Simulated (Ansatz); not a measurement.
Base system: MgO in the rock salt structure (space group Fm-3m, No. 225; a = 4.214 Å). Axes: x, y, z lie along the cube axes.

Modification: compressive biaxial strain of 0.83 % in the plane normal to [111], as in epitaxy on a mismatched substrate; the out-of-plane cell vector and the atoms relax.

The values are results of Ansatz (a first-principles code) PBEsol, no SOC, not measurements.

### Question
Give the band edges at the high-symmetry points of the new zone, measured from its valence-band maximum.

### Answer
| point | valence edge (eV) | conduction edge (eV) |
|---|---|---|
| Γ | 0.00 | 4.72 |
| T | -0.65 | 7.88 |
| H₂ | -1.84 | 11.52 |
| H₀ | -1.84 | 11.52 |
| L | -0.69 | 7.77 |
| S₀ | -1.24 | 9.93 |
| S₂ | -1.24 | 9.93 |
| F | -1.36 | 8.93 |

The gap is 4.72 eV, direct at Γ.

No phonon test of stability was made. Labels are those of the standard path for the cell's own space group.
